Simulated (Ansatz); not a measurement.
The (21-30) face of hcp Lu can be cut between different planes. Symmetric, stoichiometric slabs relaxed in the 1x1 cell (50.7 Å²): top plane Lu, 0.38 Å over the next in the ideal cut; top plane Lu, 0.77 Å over the next in the ideal cut.

These are PBE (plane waves to 420 eV, PAW; Ansatz, an electronic-structure program) values and carry that method's errors.

Problem. Rank these by surface energy (lowest first), as PBE gives it.

Solution. the cut with an outer spacing of 0.38 Å (1.13 J/m²), the cut with an outer spacing of 0.77 Å (1.25 J/m²)
